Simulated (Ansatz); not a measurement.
A working Ansatz (a program for electronic structure) input for CrTe4Rh2 (C2/m, 7 atoms in the cell) (DFT, LDA (PW92), plane waves, default PAW files made with PBE):

Ansatz 0.2 input:
```yaml
crystal:
  lattice:
    - [6.702028, -2.089956, 0.000000]
    - [6.702028, 2.089956, 0.000000]
    - [-3.805001, 0.000000, 6.116154]
  atoms:
    - { symbol: Cr, position: [0.000000, 0.000000, 0.000000], spin: 3.0 }
    - { symbol: Te, position: [0.367820, 0.367820, 0.034850] }
    - { symbol: Te, position: [0.632180, 0.632180, 0.965150] }
    - { symbol: Te, position: [0.129480, 0.129480, 0.466000] }
    - { symbol: Te, position: [0.870520, 0.870520, 0.534000] }
    - { symbol: Rh, position: [0.253300, 0.253300, 0.262680] }
    - { symbol: Rh, position: [0.746700, 0.746700, 0.737320] }
kpoints:
  mp_grid: { grid: [4, 4, 3] }
hamiltonian:
  xc: lda
  pseudopotentials: { kind: paw }
magnetization:
  spin_polarized: true
scf:
  occupations: { method: gaussian, width: 0.1 }
output:
  forces: true
  eigenvalues: true
  stress: true
```

The run converged in 15 iterations: free energy E − TS (on the zero of these files) -43190.1897 eV; Fermi level (on the code's own zero) 11.71 eV; pressure -10.65 GPa; largest force (vector length) 0.768 eV/Å; size of the cell's spin moment 3.75 μB. Each of these slips is then made, one at a time:

(1)
```diff
-  mp_grid: { grid: [4, 4, 3] }
+  mp_grid: { grid: [4, 4, 3], shift: [1, 1, 1] }
```

(2)
```diff
-  occupations: { method: gaussian, width: 0.1 }
+  occupations: { method: fixed }
```

Problem. What happens in each case?

Solution. 
(1) A mesh shift typed as a flag of 1. The program stopped before any SCF iteration.
```
Error: invalid value for `kpoints.mp_grid.shift`: each number counts steps of the mesh from Γ, half a step is 0.5 and a whole step moves no point: type 0.5 for a flag of 1, and leave whole steps out of any other number: each must be finite and in (-1, 1); got [1, 1, 1]
```

(2) Fixed occupations in a spin-polarised run with a free moment. The program stopped before any SCF iteration.
```
Error: inconsistent input (scf.occupations.method, magnetization): a σ = 0 step fill (method: fixed, or a smearing width below the step floor) with no hard lock on the total moment puts the same N_el/2 bands in each spin channel, which gives a total moment of zero, but the starting moments sum to +3.0000 μB; make the starting moments (crystal.atoms [...]
```

The starting cell comes from a database of computed structures (which also holds hypothetical and non-ambient phases and stackings), without a prior relaxation at this level. Its lattice was rescaled by a random factor within 2.5 % of one. With one magnetic atom in the cell only a parallel order is possible. In the base run, with a pressure of about -11 GPa the cell is away from its equilibrium volume at this level. Ansatz's pressure includes its estimate of the finite-basis (Pulay) stress. Without a gap this mesh is coarse (it stands for a supercell whose shortest vector is 17 Å).

Left out of this page: 1 run of the series stopped by limits of time or memory; 4 runs of the series outside the window shown, repeating another row's setting, or not comparable.
